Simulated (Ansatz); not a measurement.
## GaN: thickness series

Base system: GaN in the wurtzite structure (space group P6_3mc, No. 186).

```
GaN
1.0
    3.18312     0.00000     0.00000
   -1.59156     2.75667     0.00000
    0.00000     0.00000     5.18363
Ga N
2 2
Direct
  0.66667   0.33333   0.00099
  0.33333   0.66667   0.50099
  0.66667   0.33333   0.62421
  0.33333   0.66667   0.12421
```

Cartesian axes are those of the cell as printed.

Free-standing slabs (4 atom(s) a layer) normal to the y axis with 15 Å of vacuum; in-plane cell held at bulk.

Calculations: Kohn–Sham DFT with the r2SCAN functional, run in Ansatz (a quantum-chemistry and plane-wave program) with PAW and 500 eV plane waves, without spin-orbit coupling.

Notes on the quantities. layer's space group: with vacuum.

```csv
change,band gap,shortest interatomic distance,change of the spacing d23 from its bulk value of 1.838 Å,layer's space group
base,2.35 eV,1.946 Å,–,–
1 layer,2.84 eV,1.807 Å,–,Pmn2_1 (No. 31)
2 layers,(withheld),(withheld),+12.9 %,Pmc2_1 (No. 26)
3 layers,1.99 eV,1.810 Å,(withheld),Pmn2_1 (No. 31)
4 layers,1.97 eV,1.809 Å,(withheld),Pmc2_1 (No. 26)
```

**Question.** Complete the table.

**Answer.** 
- 2 layers, band gap: 2.28 eV
- 2 layers, shortest interatomic distance: 1.815 Å
- 3 layers, change of the spacing d23 from its bulk value of 1.838 Å: +5.4 %
- 4 layers, change of the spacing d23 from its bulk value of 1.838 Å: +4.5 %

Semilocal Kohn–Sham gaps tend to fall short of experiment. No phonon test of stability was made.
